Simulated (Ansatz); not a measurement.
We consider AuAg (R-3m, No. 166, 2 atoms in the cell; start mp-1229092), described by r²SCAN in Ansatz (plane waves, PAW).

Numerical settings: plane-wave cutoff 560 eV, 22×22×22 k mesh, Fermi–Dirac smearing 0.05 eV, no spin polarisation, scalar-relativistic PAW data made under PBE.

Cell (relaxed at this level):

```xyz
2
Lattice="1.4545 0.8398 4.7425 -1.4545 0.8398 4.7425 0.0000 -1.6795 4.7425" Properties=species:S:1:pos:R:3 pbc="T T T"
Ag     0.0000     0.0000     0.0000
Au     0.0000     0.0000     7.1137
```

Question: Give the computed bulk modulus B0.

Answer: 
bulk modulus B0: 129 GPa

The run finds no gap.

Note: the bulk modulus is −V dP/dV from two relaxed cells at ±2 % in volume; the relaxation could not lower the start's symmetry, so the cell can be a saddle point above a distorted one.

Spin–orbit coupling is not included; it can shift volumes and moduli of such heavy elements.

Static lattice: no zero-point or thermal effects.

Computing time: roughly 7 core-minutes.

A start named mp-… is a Materials Project structure, which need not be a measured phase.

Ansatz is a program for electronic structure.
